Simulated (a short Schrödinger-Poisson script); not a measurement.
## Gated In0.52Al0.48As/In0.53Ga0.47As δ-doped gas in a quantum well

Structure: gated In0.52Al0.48As/In0.53Ga0.47As δ-doped gas in a quantum well, at 300 K.

```tsv
layer	material	thickness (nm)	Na (cm⁻³)
1	In0.52Al0.48As	10	-
2	In0.52Al0.48As	5	-
3	In0.53Ga0.47As	10	-
4	In0.52Al0.48As	4000	3e15
```

Constants are typed, rounded textbook-type inputs, not results; the design itself was drawn at random and stands for no fabricated device. In0.52Al0.48As: permittivity 12.5, conduction-band edge (eV) 0.52, gap (eV) 1.45, electron mass (mₑ) 0.075, Nv at 300 K (cm⁻³) 1.1e19. In0.53Ga0.47As: permittivity 13.9, conduction-band edge (eV) 0, gap (eV) 0.74, Nv at 300 K (cm⁻³) 7.7e18.

Channel valleys (confinement mass, in-plane density-of-states mass, number): Γ 0.041, 0.041, 1. At the gate the conduction-band edge of layer 1 lies 0.65 eV − eVg above the Fermi level of the channel; the field vanishes at the back. Sheet of ionised δ-doping: +5e12 e/cm² at 10 nm from the gate. The barrier under the gate holds no holes. Gaps are held at their typed values at every temperature. Mesh 0.08 nm at interfaces.

Solved with a short Schrödinger-Poisson script written for these runs: 1D Poisson equation in equilibrium, electrons quantum, Hartree (BenDaniel-Duke, 40 states a valley, the channel's in-plane mass for all, wave functions free to enter the barrier), parabolic valleys, classical holes, full ionisation, no traps, pinning or gate leakage.

```csv
Vg (V),electrons (cm⁻²),in the channel layer,C (μF/cm²),Γ E0 (meV),Γ E1 (meV)
0.4,2.97e12,2.78e12,0.620,-152.4,-2.9
0.35,2.78e12,2.63e12,0.586,-145.6,3.6
0.3,2.60e12,2.48e12,0.569,-138.5,10.4
0.25,2.43e12,2.32e12,0.559,-131.0,17.6
0.2,2.26e12,2.16e12,0.552,-123.2,25.1
0.15,2.09e12,2.00e12,0.545,-115.1,33.0
0.1,1.92e12,1.84e12,0.539,-106.7,41.2
0.05,1.75e12,1.69e12,0.533,-98.1,49.8
0,1.59e12,1.53e12,0.528,-89.2,58.6
-0.05,1.42e12,1.38e12,0.523,-80.1,67.8
-0.1,1.26e12,1.22e12,0.517,-70.7,77.3
-0.15,1.10e12,1.07e12,0.511,-61.1,87.0
-0.2,9.44e11,9.17e11,0.504,-51.2,97.2
-0.25,7.89e11,7.67e11,0.496,-40.8,107.8
-0.3,6.37e11,6.20e11,0.484,-29.8,119.0
-0.35,4.89e11,4.77e11,0.467,-17.9,131.3
-0.4,3.49e11,3.40e11,0.440,-4.5,145.1
-0.45,2.20e11,2.14e11,0.395,11.6,161.6
```

Subbands count from the Fermi level.
